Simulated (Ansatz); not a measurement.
System: IrC (model structure, Fm-3m, No. 225, 2 atoms in the cell). Method: PBE (PAW; Ansatz, a program for electronic structure).

Settings: plane-wave cutoff 520 eV, 22×22×22 k mesh, Fermi–Dirac smearing 0.05 eV, no spin polarisation, scalar-relativistic PAW data made under PBE.

Cell (relaxed at this level):

```
CELL_PARAMETERS angstrom
      0.00000     2.19740     2.19740
      2.19740     0.00000     2.19740
      2.19740     2.19740     0.00000
ATOMIC_POSITIONS crystal
  Ir 0.00000 0.00000 0.00000
  C  0.50000 0.50000 0.50000
```

Question: Give the computed bulk modulus.

Answer: 
- bulk modulus: 316 GPa

Note: the run has no spin polarisation, so it can have missed a magnetic state; the bulk modulus is −V dP/dV from two relaxed cells at ±2 % in volume; the relaxation could raise the start's symmetry but not lower it, so the cell can be a saddle point.

Spin–orbit coupling is not included; it can open a gap where bands touch, and shift volumes and moduli.

Computed values are for the static lattice.

A model structure was made by putting elements into a prototype or built by hand; it is no filed structure, need not be a known phase, and can be a saddle point held by its symmetry.
